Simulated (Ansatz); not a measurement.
## NbSi2 (P6₂22, No. 180): properties by level of theory

```
level (code)           lattice constant a (Å)  c axis length (Å)
---------------------  ----------------------  -----------------
LDA (Ansatz)                            4.744                  …
PBE (Ansatz)                            4.812              6.615
PBE-D4 (Ansatz)                         4.767              6.570
r²SCAN (Ansatz)                         4.796              6.580
r²SCAN+rVV10 (Ansatz)                       …              6.573
```

Problem. Fill in the missing entries.

Solution. 
- LDA (Ansatz, an electronic-structure program), c axis length (Å): 6.538
- r²SCAN+rVV10 (Ansatz), lattice constant a (Å): 4.787

Ansatz's density-functional and Hartree–Fock values are scalar-relativistic unless marked +SOC, with PAW data made under PBE.
